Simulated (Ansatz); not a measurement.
Hexagonal WC, treated with r²SCAN (PAW; Ansatz, an electronic-structure program).

Numerical settings: plane-wave cutoff 600 eV, 24×24×22 k mesh (along the axes of the cell as run), Fermi–Dirac smearing 0.055 eV (set by the program), no spin polarisation, scalar-relativistic PAW data made under PBE.

Computed at the level's own relaxed cell.

Hill averages of the elastic tensor: K = 403.0 GPa, G = 298.4 GPa. Volume 10.415 Å³/atom, mean atomic mass 97.925 u.

Work out the density, the sound velocities of a polycrystal and the elastic Debye temperature, and Pugh's ratio at this level.

ρ = 1.66054 × 97.925/10.415 = 15.613 g/cm³. v_l = √[(K + 4G/3)/ρ] = 7.162 km/s and v_t = √(G/ρ) = 4.372 km/s. The mean follows from 3/v_m³ = 1/v_l³ + 2/v_t³: v_m = 4.828 km/s. Θ_D = (ħ/k_B) v_m (6π²/V)^(1/3) = 76.38 K Å s/km × 4.828 × 1.7848 Å⁻¹ = 658 K, counting all atoms of the cell. K/G = 1.35, to be set beside Pugh's rough bound of 1.75 between brittle and ductile metals.
